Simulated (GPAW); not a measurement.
## How a calculation on YMg6Cd (Amm2, 8 atoms in the cell) responds to its settings

```cif
data_Cd2Mg12Y2
_chemical_formula_sum 'Y2 Mg12 Cd2'
_space_group_name_H-M_alt 'Amm2'
_space_group_IT_number 38
_space_group_name_Hall 'A 2 -2'
_cell_length_a 5.12587
_cell_length_b 6.58270
_cell_length_c 11.41188
_cell_angle_alpha 90.000
_cell_angle_beta 90.000
_cell_angle_gamma 90.000
loop_
_space_group_symop_operation_xyz
  'x, y, z'
  '-x, -y, z'
  '-x, y, z'
  'x, -y, z'
  'x, y+1/2, z+1/2'
  '-x, -y+1/2, z+1/2'
  '-x, y+1/2, z+1/2'
  'x, -y+1/2, z+1/2'
loop_
_atom_site_label
_atom_site_type_symbol
_atom_site_symmetry_multiplicity
_atom_site_Wyckoff_symbol
_atom_site_fract_x
_atom_site_fract_y
_atom_site_fract_z
_atom_site_occupancy
Y1 Y 2 a 0.00000 0.00000 0.83044 1
Mg1 Mg 4 d 0.00000 0.25321 0.08116 1
Mg2 Mg 2 a 0.00000 0.00000 0.33613 1
Mg3 Mg 4 e 0.50000 0.24451 0.41917 1
Mg4 Mg 2 b 0.50000 0.50000 0.66711 1
Cd1 Cd 2 b 0.50000 0.50000 0.16566 1
```
(The calculation used a cell of 8 atoms; values per cell refer to that cell.)

Base run A: PBEsol, GPAW PAW datasets PBEsol (made by gpaw-setup) (GPAW), self-consistent single point.

Its settings: mode = pw; ecut = 800 eV; xc = PBEsol; kpts = 3 3 3; mesh shift (steps) = 0 0 0; occupations.name = methfessel-paxton; occupations.width = 0.1 eV; occupations.order = 1; nbands = -16; convergence.density = 1e-05 e/electron; symmetry.symmorphic = false; symmetry.tolerance = 0.0005; maxiter = 100.

The starting cell comes from a database of computed structures (which also holds hypothetical and non-ambient phases and stackings), without a prior relaxation at this level. Without a gap this mesh is coarse (it stands for a supercell whose shortest vector is 15 Å).

ΔF is the free energy per atom less that of run A. Total energies depend on the potentials, the functional and any Hubbard or dispersion term, so they are compared only between runs that share all of them.

Runs:
- B: mode: pw → lcao; ecut: 800 eV → default; nbands: -16 → default; h: default → 0.2 Å; basis: default → dzp [PBEsol, LCAO dzp]
- C: mode: pw → lcao; ecut: 800 eV → default; nbands: -16 → default; h: default → 0.2 Å; basis: default → szp(dzp) [PBEsol, LCAO szp(dzp)]
- D: mode: pw → lcao; ecut: 800 eV → default; nbands: -16 → default; h: default → 0.2 Å; basis: default → sz(dzp) [PBEsol, LCAO sz(dzp)]
- E: mode: pw → fd; ecut: 800 eV → default; h: default → 0.2 Å [PBEsol, real-space grid]

```csv
run,ΔF (meV/atom),largest force (eV/Å)
A,0.00,0.095
B,243.9,0.113
C,408.8,0.123
D,437.7,0.153
E,-32.2,0.112
```

Run E against A: The free energy drops by 32.2 meV/atom and the largest force goes from 0.095 to 0.112 eV/Å.

Run B against A: The free energy rises by 244 meV/atom and the largest force goes from 0.095 to 0.113 eV/Å.
